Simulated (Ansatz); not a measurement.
**Relaxation of cell and atoms of ZnCu₂SnS₄ (I-4, 8 atoms in the cell) at several settings**

```
CELL_PARAMETERS angstrom
     -2.75654     2.75654     5.51402
      2.75654    -2.75654     5.51402
      2.75654     2.75654    -5.51402
ATOMIC_POSITIONS crystal
  Zn 0.75000 0.25000 0.50000
  Cu 0.00000 0.00000 0.00000
  Cu 0.25000 0.75000 0.50000
  Sn 0.50000 0.50000 0.00000
  S  0.36432 0.37124 0.47758
  S  0.62876 0.10634 0.99308
  S  0.89366 0.88674 0.52242
  S  0.11326 0.63568 0.00692
```

Base: revPBE, harder PAW files (source: ansatz) made with PBE (Ansatz, a quantum-chemistry and plane-wave program). Its settings: basis.ecutwfc = 51.4 Ry; kpoints.mp_grid.grid = 5 5 5; hamiltonian.xc = revpbe; hamiltonian.pseudopotentials = {kind: paw, source: ansatz}; scf.occupations.method = methfessel_paxton; scf.occupations.width = 0.02 Ry. Starting volume 20.95 Å³ per atom.

Each line gives the change from the base single point and the result:

- hamiltonian.dispersion: default → d3bj; relax: default → cell and atoms [DFT, revPBE-D3BJ, plane waves, harder PAW files (source: ansatz) made with PBE]: pressure -0.02 GPa; largest force (vector length) 0.001 eV/Å; final cell a = 6.568 Å, b = 6.568 Å, c = 6.568 Å, α = 131.78°, β = 131.78°, γ = 70.58°; final volume per atom 19.30 Å³; relaxation steps 5.
- relax: default → cell and atoms: pressure 0.03 GPa; largest force (vector length) 0.010 eV/Å; final cell a = b = c = 6.754 Å, α = β = 131.79°, γ = 70.56°; final volume per atom 20.98 Å³; relaxation steps 3; free energy against the base single point 0.0 meV/atom.

The starting cell comes from a database of computed structures (which also holds hypothetical and non-ambient phases and stackings), without a prior relaxation at this level. Its lattice was rescaled by a random factor within 2.5 % of one. Spin polarisation is off. Ansatz's pressure includes its estimate of the finite-basis (Pulay) stress. The cutoff lies below the one recommended for these files. The run gives no clean gap (levels at the Fermi energy touch, overlap or are partly filled at this smearing), which alone does not show that the compound is a metal.

Some runs lie below the cutoff recommended for these files.

Left out of this page: 1 run of the series outside the window shown, repeating another row's setting, or not comparable.

Keys are those of Ansatz 0.2.
